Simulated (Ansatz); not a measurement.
**WSi2 (model structure, started from the fluorite type, Fm-3m, No. 225, 3 atoms in the cell)**

Method: r²SCAN in Ansatz (plane waves, PAW).

Numerical settings: plane-wave cutoff 560 eV, 16×16×16 k mesh, Fermi–Dirac smearing 0.05 eV, no spin polarisation, scalar-relativistic PAW data made under PBE.

Cell (relaxed at this level):

```yaml
crystal:
  lattice:
    - [0.00000, 2.92656, 2.92656]
    - [2.92656, 0.00000, 2.92656]
    - [2.92656, 2.92656, 0.00000]
  atoms:
    - { symbol: W, position: [0.00000, 0.00000, 0.00000] }
    - { symbol: Si, position: [0.25000, 0.25000, 0.25000] }
    - { symbol: Si, position: [0.75000, 0.75000, 0.75000] }
```

For WSi2 (model structure, started from the fluorite type, Fm-3m, No. 225, 3 atoms in the cell), the band gap is zero (no gap) and the bulk modulus is 144 GPa.

Note: the bulk modulus is −V dP/dV from two relaxed cells at ±2 % in volume; the relaxation could raise the start's symmetry but not lower it, so the cell can be a saddle point.

Spin–orbit coupling is not included; it can open a gap where bands touch, and shift volumes and moduli.

The computed numbers hold no vibrational or temperature effects.

A model structure was made by putting elements into a prototype or built by hand; it is no filed structure, need not be a known phase, and can be a saddle point held by its symmetry.

Ansatz is an electronic-structure program.
